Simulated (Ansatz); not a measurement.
The parent structure is CdSe in the zinc blende structure (space group F-43m, No. 216).

```yaml
crystal:
  lattice:
    - [0.00000, 3.00374, 3.00374]
    - [3.00374, 0.00000, 3.00374]
    - [3.00374, 3.00374, 0.00000]
  atoms:
    - { symbol: Cd, position: [0.00000, 0.00000, 0.00000] }
    - { symbol: Se, position: [0.25000, 0.25000, 0.25000] }
```

Cartesian axes are those of the cell as printed.

All numbers come from LDA in Ansatz (plane waves to 420 eV, PAW, spin-orbit coupling left out).

The change: a pure shear with ε_xy = ε_yx = 0.0114, atoms relaxed at fixed cell.

What does the calculation give for the energy relative to the base and stress after the change?

The energy grows by 1.1 meV/atom; the stress (xx, yy, zz, yz, xz, xy; compression positive) is (0.00, 0.00, 0.00, 0.00, 0.00, -0.55) GPa.

The cells carry an imposed strain or load. No phonon test of stability was made.

Ansatz is a first-principles code.
